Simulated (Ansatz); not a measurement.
# Y on a Zn site (middle of the slab) in a 2x2 cell of the 1x1 (10-10) surface of wurtzite ZnO (cut with top plane O + Zn)

Host crystal: wurtzite ZnO, with a band gap (PBE, scalar-relativistic without spin-orbit coupling).

Level of theory: PBE (plane waves to 420 eV, PAW; Ansatz, a quantum-chemistry and plane-wave program).

Slab: 64 atoms, 9.4 Å thick at the start (thin: gaps and levels are the slab's own); k 3x2x1, smearing 0.01 eV, dipole-corrected; 12 atoms held, the rest relaxed; held to the start's symmetry, so lower structures may exist; spin-polarised, no spin-orbit, no U. The slab shows no gap over 0.04 eV on its mesh. The starting moment vanished.

```json
{
  "formation energy against hcp Y, hcp Zn": "-3.57 eV",
  "change_of_the_step_from_the_bottom_to_the_top_vacuum_level_against_the_clean_slab": "0.056 eV",
  "energy_released_by_relaxation": "1.11 eV",
  "largest_move_of_a_host_atom": "0.29 Å"
}
```
